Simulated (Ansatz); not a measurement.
**WMo (model structure, within 0.1 Å of Pm-3m, No. 221, 4 atoms in the cell)**

These are LDA (plane waves, PAW; Ansatz, an electronic-structure program) values and carry that method's errors.

Numerical settings: plane-wave cutoff 520 eV, 12×18×12 k mesh (along the axes of the cell as run), Fermi–Dirac smearing 0.05 eV, no spin polarisation, scalar-relativistic PAW data made under PBE.

Cell (relaxed at this level):

```
MoW
1.0
    4.41708     0.00000     0.00000
    0.00000     3.12165     0.00000
    0.00000     0.00000     4.41715
Mo W
2 2
Direct
  0.25000   0.00000   0.75000
  0.75000   0.00000   0.25000
  0.25000   0.50000   0.25000
  0.75000   0.50000   0.75000
```

```yaml
bulk modulus B0: 315 GPa
```

Note: the run has no spin polarisation, so it can have missed a magnetic state; the bulk modulus is −V dP/dV from two relaxed cells at ±2 % in volume.

Spin–orbit coupling is not included.

Computed values are for the static lattice.

Computing time: around 11 core-minutes (rough).

A model structure was made by putting elements into a prototype or built by hand; it is no filed structure, need not be a known phase, and can be a saddle point held by its symmetry.
